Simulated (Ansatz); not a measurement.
**Effort and miss along a sweep of kpoints.mp_grid.grid: VCu3Se4 (P-43m, 8 atoms in the cell)**

Cell: a = 5.5289 Å, b = 5.5289 Å, c = 5.5289 Å, α = 90.00°, β = 90.00°, γ = 90.00°.

Method of the run: HSE06, default PAW files made with PBE (plane waves; Ansatz, a program for electronic structure).

Base settings: basis.ecutwfc = 420 eV; kpoints.mp_grid.grid = 3 3 3; hamiltonian.xc = hse06; hamiltonian.pseudopotentials = {kind: paw} (the program's default PAW files); scf.occupations.method = fixed.

Misses are taken against the tightest run, 4 4 4, which need not be fully converged itself. The energy is the free energy per atom.

Core times come from one kind of shared machine and are given to one figure; runs under 30 s give none.

The starting cell comes from a database of computed structures (which also holds hypothetical and non-ambient phases and stackings), without a prior relaxation at this level. Its lattice was rescaled by a random factor within 2.5 % of one. Ansatz's pressure includes its estimate of the finite-basis (Pulay) stress.

```
kpoints.mp_grid.grid  energy less reference (meV/atom)  pressure less reference (GPa)  largest difference in the force on any atom (eV/Å)  core time / reference (rough)
--------------------  --------------------------------  -----------------------------  --------------------------------------------------  -----------------------------
1 1 1                                           240.64                           1.37                                               1.264                              –
2 2 2                                            11.24                           0.22                                               0.020                           0.08
3 3 3                                            -0.18                           0.00                                               0.003                            0.3
4 4 4                                             0.00                           0.00                                               0.000                              1
```

Coarsest setting among those run that, with all tighter ones, holds the energy within 20 meV/atom of the reference: 2 2 2, off by 11 meV/atom; it needs about 0.08 of the reference's time.

Coarsest setting among those run that, with all tighter ones, holds the energy within 2 meV/atom of the reference: 3 3 3, off by 0.18 meV/atom; it needs about 0.3 of the reference's time.

The step from 2 2 2 to 3 3 3: it takes the miss in the energy from 11 to 0.18 meV/atom, for roughly 4 times the time.

Keys are those of Ansatz 0.2.
